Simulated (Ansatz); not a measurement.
Electronic density of states of amorphous Ti20O41Zn, density 3.45 g/cm³, on a 2×2×2 Γ-centred mesh with a Gaussian width of 0.1 eV; energies count from the Fermi level, whose place inside the gap is arbitrary. Cell and mesh are small, so fine structure isn't converged. The numbers are results of PBE, scalar-relativistic without spin-orbit coupling (plane waves to 420 eV, PAW; Ansatz, an electronic-structure program), not measurements. Sampling: a 2×2×2 Γ-centred mesh; Fermi-Dirac width 0.02 eV; no spin polarisation. At PBE the levels at the filled edge of the gap are localised (band-tail or defect states).

A CHGNet melt-quench gave the starting glass, which DFT then relaxed. O atoms were pushed apart under 1.9 Å during the dynamics, to hinder bonds among them. The hot cell started wider than the set density and was brought back towards it in steps. It is the lowest in DFT energy of 2 quenches. It is a model cell: composition and starting density were chosen by hand, and all elements were melted together. No dispersion term was used. Its density started from a set value of 3.66 and ended at 3.45 g/cm³. The quench (nominally 240 K/ps over its main leg) was far faster than any real one, so the model tends to hold more defects than a real film. One small periodic cell is one sample of the glass; other quenches scatter about these values. Volume and shape were free in the relaxation.

```tsv
E - EF (eV)	states/(eV atom)
-12.00	0.00
-11.90	0.00
-11.80	0.00
-11.70	0.00
-11.60	0.00
-11.50	0.00
-11.40	0.00
-11.30	0.00
-11.20	0.00
-11.10	0.00
-11.00	0.00
-10.90	0.00
-10.80	0.00
-10.70	0.00
-10.60	0.00
-10.50	0.00
-10.40	0.00
-10.30	0.00
-10.20	0.00
-10.10	0.00
-10.00	0.00
-9.90	0.00
-9.80	0.00
-9.70	0.00
-9.60	0.00
-9.50	0.00
-9.40	0.00
-9.30	0.00
-9.20	0.00
-9.10	0.00
-9.00	0.00
-8.90	0.00
-8.80	0.00
-8.70	0.00
-8.60	0.00
-8.50	0.00
-8.40	0.00
-8.30	0.00
-8.20	0.00
-8.10	0.00
-8.00	0.00
-7.90	0.00
-7.80	0.00
-7.70	0.00
-7.60	0.00
-7.50	0.00
-7.40	0.00
-7.30	0.00
-7.20	0.00
-7.10	0.00
-7.00	0.00
-6.90	0.00
-6.80	0.00
-6.70	0.00
-6.60	0.00
-6.50	0.07
-6.40	0.31
-6.30	0.36
-6.20	0.37
-6.10	0.30
-6.00	0.34
-5.90	0.21
-5.80	0.24
-5.70	0.41
-5.60	0.61
-5.50	0.70
-5.40	0.65
-5.30	0.63
-5.20	0.73
-5.10	0.93
-5.00	1.10
-4.90	1.22
-4.80	1.35
-4.70	1.40
-4.60	1.33
-4.50	1.23
-4.40	1.13
-4.30	1.02
-4.20	0.94
-4.10	0.91
-4.00	0.88
-3.90	0.84
-3.80	0.82
-3.70	0.84
-3.60	0.80
-3.50	0.83
-3.40	0.83
-3.30	0.84
-3.20	0.81
-3.10	0.82
-3.00	0.92
-2.90	0.88
-2.80	0.84
-2.70	0.81
-2.60	0.81
-2.50	0.92
-2.40	0.94
-2.30	0.94
-2.20	0.93
-2.10	0.93
-2.00	0.97
-1.90	0.88
-1.80	0.73
-1.70	0.72
-1.60	0.69
-1.50	0.66
-1.40	0.54
-1.30	0.27
-1.20	0.05
-1.10	0.00
-1.00	0.00
-0.90	0.00
-0.80	0.00
-0.70	0.00
-0.60	0.00
-0.50	0.00
-0.40	0.00
-0.30	0.00
-0.20	0.00
-0.10	0.00
0.00	0.00
0.10	0.00
0.20	0.00
0.30	0.00
0.40	0.00
0.50	0.00
0.60	0.00
0.70	0.00
0.80	0.00
0.90	0.00
1.00	0.00
1.10	0.00
1.20	0.05
1.30	0.20
1.40	0.31
1.50	0.43
1.60	0.63
1.70	0.81
1.80	0.91
1.90	0.95
2.00	0.98
2.10	1.01
2.20	0.94
2.30	0.92
2.40	0.91
2.50	0.89
2.60	0.89
```

The level gap on this mesh is 2.58 eV; the broadening fills part of it in the curve.
